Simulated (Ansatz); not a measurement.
## Sensitivity of a calculation on V2O5 (P1, 14 atoms in the cell) to its settings

```
CELL_PARAMETERS angstrom
      6.02560    -2.36214     0.00000
      6.02560     2.36214     0.00000
     -1.27213     0.00000     5.24025
ATOMIC_POSITIONS crystal
  V  0.62278 0.10005 0.76523
  V  0.38037 0.90418 0.25077
  V  0.91016 0.38919 0.75012
  V  0.09350 0.61713 0.24251
  O  0.32586 0.44955 0.52007
  O  0.67225 0.54412 0.48625
  O  0.55369 0.66650 0.97550
  O  0.44808 0.33076 0.01922
  O  0.12604 0.27562 0.12945
  O  0.86714 0.72448 0.86657
  O  0.71477 0.86748 0.35934
  O  0.28488 0.11504 0.62010
  O  0.89251 0.11715 0.75670
  O  0.10797 0.89875 0.25816
```

Base run A: Ansatz (a quantum-chemistry and plane-wave program) with PBE0, default PAW files made with PBE, self-consistent single point.

Its settings: basis.ecutwfc = 420 eV; kpoints.mp_grid.grid = 3 3 2; hamiltonian.xc = pbe0; hamiltonian.pseudopotentials = {kind: paw} (the program's default PAW files); scf.occupations.method = fixed.

The starting cell comes from a database of computed structures (which also holds hypothetical and non-ambient phases and stackings), without a prior relaxation at this level. Its atoms were displaced at random from the sites of space group no. 15. In the base run, with a pressure of about -18 GPa the cell is away from its equilibrium volume at this level. In the base run, forces exceed 1 eV/Å. Ansatz's pressure includes its estimate of the finite-basis (Pulay) stress. Another mesh or the band path of this cell gives a smaller gap, so this value is not converged in the mesh.

ΔF is the free energy per atom less that of run A. A dash stands where there is no value to compare (another energy zero or no entropy term, no result, no spin, no clean gap, or a mesh too coarse for one). Total energies depend on the potentials, the functional and any Hubbard or dispersion term, so they are compared only between runs that share all of them.

Runs:
- B: hamiltonian.xc: pbe0 → pbesol [PBEsol]
- C: hamiltonian.xc: pbe0 → hse06 [HSE06]
- D: scf.convergence.dr2_threshold: default (1e-07 eV) → 1e-05 eV
- E: scf.mixing.algorithm: default (the program chose MSR1) → anderson; scf.mixing.ndim: default → 20
- F: scf.mixing.preconditioner: default (the program chose none) → kerker; scf.mixing.q_tf: default → 0.2
- G: scf.mixing.algorithm: default (the program chose MSR1) → anderson; scf.mixing.beta: default → 0.05

| run | ΔF (meV/atom) | pressure (GPa) | largest force (eV/Å) | gap on the mesh (eV) |
|---|---|---|---|---|
| A | 0.00 | -18.45 | 4.342 | 3.165 |
| B | – | -13.94 | 3.122 | 1.271 |
| C | – | -18.23 | 4.292 | 2.427 |
| D | 0.00 | -18.45 | 4.342 | 3.165 |
| E | 0.00 | -18.45 | 4.342 | 3.165 |
| F | 0.00 | -18.45 | 4.342 | 3.165 |
| G | 0.00 | -18.45 | 4.342 | 3.165 |

Run B against A: The pressure goes from -18.45 to -13.94 GPa, the largest force goes from 4.342 to 3.122 eV/Å and the gap on the mesh goes from 3.165 to 1.271 eV.

Run G against A: The free energy stays essentially unchanged (within 1 meV/atom), the pressure stays at -18.45 GPa, the largest force stays at 4.342 eV/Å and the gap on the mesh stays at 3.165 eV.

Keys are those of Ansatz 0.2.
